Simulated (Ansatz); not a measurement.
TaW3 (Fm-3m), PBEsol, DFPT electron-phonon coupling, linearised Boltzmann equation (Ansatz, a program for electronic structure): phonon-limited resistivity 4.44 μΩ·cm at 300 K, 6.04 μΩ·cm at 400 K, Drude plasma energy 7.30 eV.

**Question.** What temperature coefficient of resistance follows, and how does it compare with 1/T?

**Answer.** (ρ₄₀₀ − ρ₃₀₀)/(100 K × ρ₃₀₀) = 3.60×10⁻³ K⁻¹, against 1/T = 3.33×10⁻³ K⁻¹ for a resistivity proportional to T. It lies higher because phonons are still being populated at 300 K; impurities would add a constant and lower it.

**Question.** What Drude relaxation time do resistivity and plasma energy imply?

**Answer.** ω_p = 1.11e16 s⁻¹, so τ = 1/(ε₀ ω_p² ρ) = 20.7 fs, a damping ħ/τ of 31.8 meV.

**Question.** Estimate the electronic thermal conductivity at 300 K by the Wiedemann-Franz law (L₀ = 2.44×10⁻⁸ W·Ω/K²).

**Answer.** L₀T/ρ = 2.44×10⁻⁸ × 300/(4.44×10⁻⁸) = 165 W/(m·K). Inelastic scattering puts the true Lorenz number somewhat under L₀ near and below the Debye temperature.

A metal at this level (no band gap). Only scattering by harmonic phonons is included (no impurities, grain boundaries, electron-electron scattering or thermal expansion). Spin-orbit coupling is left out, which matters with elements this heavy. Halving the electron mesh (24x24x24) moves the resistivity by up to 7 % at 300 K. Smearing 0.20 eV; phonons on a 4x4x4 q mesh, which this run doesn't test.

Computed structure with no diffraction record at hand here (it may be known, metastable or hypothetical): TaW3 (Fm-3m).
